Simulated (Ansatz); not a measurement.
rock-salt MgO (1 1 1) on 4H silicon carbide (0 0 1) (film strained to the substrate, faces as cut)

A periodic stack without vacuum, rock-salt MgO (1 1 1) on 4H silicon carbide (0 0 1) (film strained to the substrate, faces as cut): substrate slab Si8C8, film Mg5O4, surface cells [[0, 1], [-1, 0]] and [[0, -1], [1, -1]], film strained by +2.9 and +2.9 %, faces C/Si and Mg/Mg as cut (like faces can put a slab off its formula).

The start was prepared with a machine-learned potential, and the result is one local minimum, with the in-plane cell held and forces under 0.04 eV/Å; the film can end far from its bulk form.

These are PBE (plane waves to 420 eV, PAW; Ansatz, an electronic-structure program) values and carry that method's errors. Scalar-relativistic, without spin–orbit coupling; PBE gaps are too small against experiment. Its k-point mesh 9×9×1, Fermi–Dirac width 0.05 eV.

- interface area = 8.3 Å²
- period = 32.32 Å
- gaps between the outermost planes at the two interfaces = 2.36 and 1.74 Å
- Mg–Si contacts across the interfaces within 1.22 times the sum of covalent radii = 4, mean 2.88 Å
- C–Mg contacts across the interfaces within 1.22 times the sum of covalent radii = 2, mean 2.34 Å
- two interfaces = unlike, so that offsets are their mean
- spin-polarised check at this geometry = falls back to no moment
- slope of the mean potential energy in the substrate = +2.4 MV/cm × e

```xyz
25
Lattice="3.0936 -0.0003 -0.0548 1.5465 2.6793 -0.0547 -1.7347 -1.0000 32.3659" Properties=species:S:1:pos:R:3 pbc="T T T"
Si    -0.0806     0.0212     1.5642
Si     0.0372     0.0893     6.6264
Si     1.5375     0.9555     4.0584
Si     3.1768     1.9019     9.0858
C     -0.0200     0.0562     3.4605
C      0.0719     0.1092     8.5225
C      1.5726     0.9758     5.9609
C      3.0208     1.8118     0.8113
Si     0.1295     0.1423    11.6903
Si     0.2218     0.1951    16.7529
Si     1.7223     1.0617    14.1864
Si     3.3620     2.0079    19.2385
C      0.1642     0.1622    13.5864
C      0.2566     0.2151    18.6476
C      1.7572     1.0817    16.0885
C      3.2116     1.9218    10.9880
Mg     1.8638     1.1423    21.6312
Mg    -1.1844    -0.6180    24.1502
Mg     0.4077     0.3012    26.5464
Mg     2.0038     1.2230    28.9425
Mg    -0.9373    -0.4735    31.4846
O      0.3398     0.2622    22.9026
O      1.9318     1.1811    25.2978
O     -1.1167    -0.5788    27.8047
O      0.4717     0.3386    30.1995
```
